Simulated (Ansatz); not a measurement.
Given:

```
Tl
1.0
    3.37178     0.00000     0.00000
    1.68589     2.92005     0.00000
    0.00000     0.00000     5.66255
Tl
2
Direct
  0.66667   0.66667   0.75000
  0.33333   0.33333   0.25000
```

No spin polarisation.

Computed with DFT with PBEsol, PAW potentials and a 420 eV plane-wave cutoff in Ansatz (an electronic-structure program), spin-orbit coupling left out. Γ-centred 19×19×11 mesh, Fermi–Dirac width 0.1 eV.

Task: What is the computed band gap?

Result: Zero.

Task: What mean in-plane stress (compression positive) does the calculation give?

Result: +1.4 GPa.

Task: What space group does the calculation give?

Result: P6_3/mmc (No. 194).

The cells carry an imposed strain or load. Whether these cells are dynamically stable was not tested. The cell was made from Tl in the hcp (Mg type) structure (space group P6_3/mmc, No. 194) by this change: biaxial strain −3.00 %, plane normal [001], relaxed out of plane.
